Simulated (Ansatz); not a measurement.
**Effect of uniaxial stress, 8 GPa compression along z on ScAl3C3**

The parent structure is ScAl3C3 (space group P6_3/mmc, No. 194; a = 3.3429 Å, c = 16.6356 Å). Axes: x lies along a and z along c of the hexagonal cell.

One thing is altered: uniaxial stress, 8 GPa compression along z; all other stress components relax to zero.

Computed with PBEsol in Ansatz (plane waves to 420 eV, PAW, without spin-orbit coupling). k-mesh 9×9×2 (Γ-centred); smearing 0.05 eV (Fermi–Dirac).

| quantity | base | changed | shift |
|---|---|---|---|
| volume per atom | 11.50 Å³ | 11.29 Å³ | -0.21 Å³ |
| space group | P6_3/mmc (No. 194) | P6_3/mmc (No. 194) | – |
| shortest interatomic distance | 1.930 Å | 1.938 Å | +0.008 Å |
| energy relative to the base (free energy F) | 0 meV/atom | +7.4 meV/atom | +7.4 meV/atom |
| band gap | zero | zero | – |
| strain response (xx, yy, zz) (rough) | – | (+0.42, +0.42, −2.60) % | – |

Final structure:

```
ScAl3C3
1.0
    3.35673     0.00000     0.00000
   -1.67837     2.90701     0.00000
    0.00000     0.00000    16.20242
Sc Al C
2 6 6
Direct
  0.00000   0.00000   0.50000
  0.00000   0.00000   0.00000
  0.66667   0.33333   0.87174
  0.33333   0.66667   0.37174
  0.33333   0.66667   0.12826
  0.66667   0.33333   0.62826
  0.66667   0.33333   0.25000
  0.33333   0.66667   0.75000
  0.66667   0.33333   0.75000
  0.33333   0.66667   0.25000
  0.33333   0.66667   0.91395
  0.66667   0.33333   0.41395
  0.33333   0.66667   0.58605
  0.66667   0.33333   0.08605
```

The mesh was chosen for an insulator and is coarse for the gapless case. Without a gap, meshes like the base's 9×9×2 leave anisotropic stresses uncertain by several tenths of a GPa, and small strain energies with them. Stability under load was not tested beyond the relaxation. The base started in P6_3mc and relaxed to P6_3/mmc at this level. The final runs are not spin-polarised. A zero or small gap of ScAl3C3 can be the functional's error rather than a property of the material.

Ansatz is a quantum-chemistry and plane-wave program.
